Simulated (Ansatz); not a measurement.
# Hypothetical P6_3/mmc SiS2: pressure series

The parent structure is SiS$_{2}$ in the 2H-MoS2 type structure (space group P6_3/mmc, No. 194; a = 3.2097 Å, c = 11.7677 Å; a hypothetical phase, not in the database extracts checked; layered, stacked along the Cartesian z axis).

Cell and atoms are relaxed at each pressure.

Level of theory: plane-wave PAW DFT at the PBE-D3(BJ) level (Ansatz, an electronic-structure program, 420 eV), without spin-orbit coupling, earlier PAW set.

| change | c/a ratio | density |
|---|---|---|
| base | 3.666 | 2.92 g/cm³ |
| pressure −1 GPa | 3.754 | 2.82 g/cm³ |
| pressure 1.8 GPa | 3.580 | 3.04 g/cm³ |
| pressure 4.2 GPa | 3.516 | 3.16 g/cm³ |
| pressure 9 GPa | 3.382 | 3.37 g/cm³ |
| pressure 18 GPa | 3.309 | 3.64 g/cm³ |
| pressure 30 GPa | 3.267 | 3.94 g/cm³ |
| pressure 45 GPa | 3.235 | 4.26 g/cm³ |
| pressure 60 GPa | 3.255 | 4.53 g/cm³ |

Load acts through the strain it causes; cell and atoms are relaxed under it. Whether these cells are dynamically stable was not tested. No other phases were tried under pressure. The final runs are not spin-polarised.
